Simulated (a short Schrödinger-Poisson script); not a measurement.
Structure: gated Al0.2Ga0.8As/GaAs δ-doped gas, at 300 K.

```csv
layer,material,thickness (nm),Na (cm⁻³)
1,Al0.2Ga0.8As,8,-
2,Al0.2Ga0.8As,2,-
3,GaAs,6000,3e15
```

The device is made up for the run: typed textbook-type constants, with dimensions and the other settings drawn at random. Al0.2Ga0.8As: permittivity 12.33, conduction-band edge (eV) 0.158, gap (eV) 1.673, electron mass (mₑ) 0.0836, Nv at 300 K (cm⁻³) 9e18. GaAs: permittivity 12.9, conduction-band edge (eV) 0, gap (eV) 1.424, Nv at 300 K (cm⁻³) 9e18.

Channel valleys (confinement mass, in-plane density-of-states mass, number): Γ 0.067, 0.067, 1. At the gate the conduction-band edge of layer 1 lies 0.91 eV − eVg above the Fermi level of the channel; the field vanishes at the back. Sheet of ionised δ-doping: +4e12 e/cm² at 8 nm from the gate. The barrier under the gate holds no holes. Gaps are held at their typed values at every temperature. Mesh 0.08 nm at interfaces.

Solved with a short Schrödinger-Poisson script written for these runs: 1D Poisson equation in equilibrium, electrons quantum, Hartree plus LDA exchange-correlation (BenDaniel-Duke, 40 states a valley, the channel's in-plane mass for all, wave functions free to enter the barrier), parabolic valleys, classical holes, full ionisation, no traps, pinning or gate leakage.

The same stack at other levels of the model or other numerical settings:

| run | sheet density of all electrons at Vg = 0.5 V (cm⁻²) | capacitance at Vg = 0.5 V (μF/cm²) | centroid of the channel electrons at Vg = 0.5 V (nm) | gate voltage at 1e11 electrons/cm² (V) | rough cost against the base |
|---|---|---|---|---|---|
| base | 8.05e11 | 0.732 | 6.74 | 0.31 | about 1 |
| electrons treated as classical, Boltzmann | 9.00e11 | 0.826 | 4.60 | 0.30 | 0.02 |
| electrons treated as classical, Fermi-Dirac | 8.00e11 | 0.699 | [?] | 0.30 | 0.1 |
| electrons treated as quantum, Hartree | 7.62e11 | 0.708 | [?] | 0.31 | about 1 |
| mesh six times as coarse | 8.05e11 | 0.732 | 6.72 | 0.31 | 0.3 |
| one subband a valley | 7.63e11 | 0.715 | [?] | 0.32 | 0.3 |

### Question
Complete the blanks.

### Answer

- one subband a valley, centroid of the channel electrons at Vg = 0.5 V (nm): 4.65
- electrons treated as quantum, Hartree, centroid of the channel electrons at Vg = 0.5 V (nm): 7.12
- electrons treated as classical, Fermi-Dirac, centroid of the channel electrons at Vg = 0.5 V (nm): 5.94

The classical rows ignore confinement, and Boltzmann statistics overrate the density once the band edge passes the Fermi level.
